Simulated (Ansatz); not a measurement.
Input and output of a self-consistent single point for Ge (P3m1, 4 atoms in the cell) (Ansatz, a first-principles code).

Computed with LDA (PW92), default PAW files made with PBE (plane waves; Ansatz).

```
CELL_PARAMETERS angstrom
      3.97760     0.00000     0.00000
     -1.98880     3.44470     0.00000
      0.00000     0.00000     6.56638
ATOMIC_POSITIONS crystal
  Ge 0.66667 0.33333 0.07051
  Ge 0.33333 0.66667 0.93710
  Ge 0.33333 0.66667 0.56290
  Ge 0.66667 0.33333 0.43710
```

Reference input (self-consistent single point, DFT, LDA (PW92), plane waves, default PAW files made with PBE): basis.ecutwfc = 420 eV; kpoints.mp_grid.grid = 10 10 5; hamiltonian.xc = lda; hamiltonian.pseudopotentials = {kind: paw} (the program's default PAW files); scf.occupations.method = fermi_dirac; scf.occupations.width = 0.1 eV. This run's input differs from it in these lines:

Ansatz 0.2 input:
```diff
@@ -14,3 +14,3 @@
 kpoints:
-  mp_grid: { grid: [10, 10, 5] }
+  mp_grid: { grid: [9, 9, 5] }
 hamiltonian:
@@ -19,3 +19,3 @@
 scf:
-  occupations: { method: fermi_dirac, width: 0.1 eV }
+  occupations: { method: tetrahedron }
 output:
```

Output (repeated stretches shortened):

```
SCF iter   1: F=—  HF=-16862.794604 eV  |F-HF|=—  |Δ(HF+E_count)|=         —  Δρ=4.78e-3  dr2=8.48e-3  ethr=1.77e-3  ⟨swp⟩=6.4  Hψ=6284  notcnv=0
all-band conjugate gradients solve this SCF's bands
preconditioner: auto → Resta (q_TF=auto, 2.521 Å⁻¹)
SCF iter   2: F=—  HF=-16862.790088 eV  |F-HF|=—  |Δ(HF+E_count)|=   4.52e-3  Δρ=2.67e-3  dr2=2.55e-3  ethr=1.51e-5  ⟨swp⟩=2.0  Hψ=2639  notcnv=0  defer=61
   [... lines left out ...]
SCF iter   6: F=—  HF=-16862.789553 eV  |F-HF|=—  |Δ(HF+E_count)|=   2.27e-7  Δρ=2.75e-5  dr2=5.11e-7  ethr=5.58e-9  ⟨swp⟩=3.0  Hψ=3273  notcnv=0  defer=64
SCF iter   7: F=-16862.789552 eV  HF=-16862.789552 eV  |F-HF|=4.16e-8  |Δ(HF+E_count)|=   1.74e-7  Δρ=8.05e-6  dr2=3.94e-8  ethr=1.79e-10  ⟨swp⟩=5.8  Hψ=6759  notcnv=0
the band table was not solved further: it holds the bands as the self-consistency loop left them (on a frozen-density pass, as that pass's own solve left …
SCF 1 converged in 7 iterations: F = -16862.789552 eV  dr2 = 3.94e-8
Stability not checked (fill_not_monotonic)
Free energy (F): -16862.789552 eV
Internal energy: -16862.789552 eV  (E = F + TS)
E sigma→0 (E₀):  -16862.789552 eV
Fermi energy:    8.342560 eV
--- Forces (eV/Å), atoms counted from 1 ---
  atom   1  Ge     0.00000000    -0.00000000    -0.65600974
  atom   2  Ge    -0.00000000     0.00000000     0.25610872
  atom   3  Ge    -0.00000000     0.00000000     0.05865551
  atom   4  Ge     0.00000000    -0.00000000     0.34123396
--- Stress (GPa, compression-positive) ---
       -1.385419      -0.000000       0.000000
       -0.000000      -1.385419       0.000000
        0.000000       0.000000      -0.145667
  P = ⅓ Tr σ = -0.9722 GPa (-9.722 kbar)
  The stress holds the Pulay correction. Without it, at fixed plane waves, as pw.x and ABINIT print it: P = -0.9986 GPa
```

The run converged in 7 iterations. Against the reference run the free energy rises by 1.6 meV/atom, the pressure hardly changes (-0.96 to -0.97 GPa) and the largest force goes from 0.632 to 0.656 eV/Å.

The starting cell comes from a database of computed structures (which also holds hypothetical and non-ambient phases and stackings), without a prior relaxation at this level. Its lattice was rescaled by up to half a per cent. One atom was moved a little off its site on purpose. Ansatz's pressure includes its estimate of the finite-basis (Pulay) stress.
